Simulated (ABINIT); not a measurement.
**Pressure against volume in fcc Cu (space group 225) (ABINIT, LDA)**

```yaml
crystal:
  lattice:
    - [0.00000, 1.73480, 1.73480]
    - [1.73480, 0.00000, 1.73480]
    - [1.73480, 1.73480, 0.00000]
  atoms:
    - { symbol: Cu, position: [0.00000, 0.00000, 0.00000] }
```

Method of the run: LDA (PW92), norm-conserving pseudopotentials (PseudoDojo nc-sr-04 LDA standard) (plane waves; ABINIT). Settings: pseudos = [Cu.upf]; ecut = 60 Ha; occopt = 3; tsmear = 0.00183747 Ha; ngkpt = 28 28 28; nshiftk = 1; shiftk = 0 0 0; potentials = PseudoDojo nc-sr-04 LDA standard; nband = 15; kptopt = 1; nstep = 100; toldfe = 1e-09 Ha. The cell above is the first row's. The rows scale it uniformly. In all rows the k mesh is held.

| V (Å^3/atom) | P (GPa) |
|---|---|
| 10.442 | 8.54 |
| 10.669 | 3.75 |
| 10.896 | -0.48 |
| 11.123 | -4.21 |
| 11.350 | -7.50 |
| 11.577 | -10.39 |
| 11.804 | -12.94 |
| 12.031 | -15.18 |
| 12.258 | ? |

Problem. Using a cubic, estimate the missing P at V = 12.258 from the other rows, showing the fit.

Solution. With u = V - 11.2, the rows have u = -0.7580, -0.5310, -0.3040, -0.0770, 0.1500, 0.3770, 0.6040, 0.8310. Least squares gives P = -5.377 - 14.7734·u + 4.1788·u² - 0.7232·u³. Residuals (row less fit): 0.003, -0.004, -0.001, 0.004, 0.001, 0.001, -0.005, 0.003; standard error 0.005 (degrees of freedom: 4). The fitted pressure is zero at V0 = 10.87, where dP/dV = -17.78, so B0 = -V0·dP/dV = 193 GPa. At the withheld row, u = 1.0580, so P = -5.377 - 14.7734 × 1.0580 + 4.1788 × 1.0580² - 0.7232 × 1.0580³ = -17.186 GPa. The calculation gives -17.13 GPa, 0.056 GPa above the prediction (0.2 % of the range of P in the table). The row lies outside the fitted rows, so this is an extrapolation. From the scatter of the fitted rows alone, a prediction at this place has a standard error of 0.012 GPa, so the miss is 4.6 times that.

Carrying the step between the two nearest rows on in a straight line would have given -17.42, off by 0.29; series whose last step already gives the withheld value aren't shown. The scan was laid around a cell of about the measured size, scaled by a guess for this functional. Spin polarisation is off. Cutoffs and mesh are single choices, not tested for convergence of this quantity. Series with a scatter that would blur these digits, or in which a gap closes, are not shown.

Terms beyond the fitted order, or numerical noise in single rows, can give a miss of this size; the table doesn't tell which.
